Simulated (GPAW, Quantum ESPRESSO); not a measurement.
A GPAW input for a self-consistent single point of CaNi₂ (Fd-3m, 6 atoms in the cell) (DFT PBEsol, plane waves, GPAW PAW datasets PBEsol (made by gpaw-setup)):

```python
from ase import Atoms
from ase.units import GPa
from gpaw import GPAW, PW, FermiDirac

atoms = Atoms(['Ca', 'Ca', 'Ni', 'Ni', 'Ni', 'Ni'],
              cell=[[0.000000, 3.499962, 3.499962],
                    [3.499962, 0.000000, 3.499962],
                    [3.499962, 3.499962, 0.000000]],
              scaled_positions=[[0.000000, 0.000000, 0.000000],
                                [0.250000, 0.250000, 0.250000],
                                [0.625000, 0.625000, 0.625000],
                                [0.125000, 0.625000, 0.625000],
                                [0.625000, 0.625000, 0.125000],
                                [0.625000, 0.125000, 0.625000]],
              pbc=True)

calc = GPAW(mode=PW(850),
            xc='PBEsol',
            kpts={'size': (6, 6, 6), 'gamma': True},
            occupations=FermiDirac(0.1),
            nbands=-10,
            convergence={'density': 1e-05, 'energy': 1e-05},
            symmetry={'symmorphic': False, 'tolerance': 0.0005},
            maxiter=100,
            txt='-')

atoms.calc = calc

energy = atoms.get_potential_energy()
print('Energy (eV):', round(energy, 6))
forces = atoms.get_forces()
print('Forces (eV/Ang):')
print(forces.round(5))
stress = atoms.get_stress()
print('Stress (GPa, Voigt):', (stress / GPa).round(4))
```

Q: Give the Quantum ESPRESSO input for the same structure, mesh, smearing and functional.

A: This is the input that was run; spellings and numerical settings could be chosen otherwise.

```fortran
&CONTROL
  calculation = 'scf'
  outdir = './tmp/'
  pseudo_dir = './'
  tprnfor = .true.
  tstress = .true.
/
&SYSTEM
  ibrav = 2
  A = 6.99992400
  nat = 6
  ntyp = 2
  ecutwfc = 50
  ecutrho = 300
  occupations = 'smearing'
  smearing = 'fd'
  degauss = 0.0073499
  input_dft = 'pbesol'
/
&ELECTRONS
  conv_thr = 1e-10
/
ATOMIC_SPECIES
Ca    40.0780  Ca.pbe-spn-rrkjus_psl.1.0.0.UPF
Ni    58.6934  Ni.pbe-n-rrkjus_psl.1.0.0.UPF
ATOMIC_POSITIONS {crystal}
Ca    0.00000000    0.00000000    0.00000000
Ca    0.25000000    0.25000000    0.25000000
Ni    0.62500000    0.62500000    0.62500000
Ni    0.12500000    0.62500000    0.62500000
Ni    0.62500000    0.62500000    0.12500000
Ni    0.62500000    0.12500000    0.62500000
K_POINTS {automatic}
6 6 6  0 0 0
```

Basis, cutoffs, solver keys and any potentials are the target program's own. This input uses DFT, PBEsol, plane waves, PSlibrary ultrasoft (PBE) pseudopotentials. Both were run: pressure 4.45 GPa in GPAW and 2.54 in Quantum ESPRESSO.

On Quantum ESPRESSO: the starting cell comes from a database of computed structures (which also holds hypothetical and non-ambient phases and stackings), without a prior relaxation at this level. Its lattice was rescaled by a random factor within 2.5 % of one. Spin polarisation is off.

On GPAW: the starting cell comes from a database of computed structures (which also holds hypothetical and non-ambient phases and stackings), without a prior relaxation at this level. Its lattice was rescaled by a random factor within 2.5 % of one. Spin polarisation is off. With a pressure of about 4 GPa the cell is away from its equilibrium volume at this level.
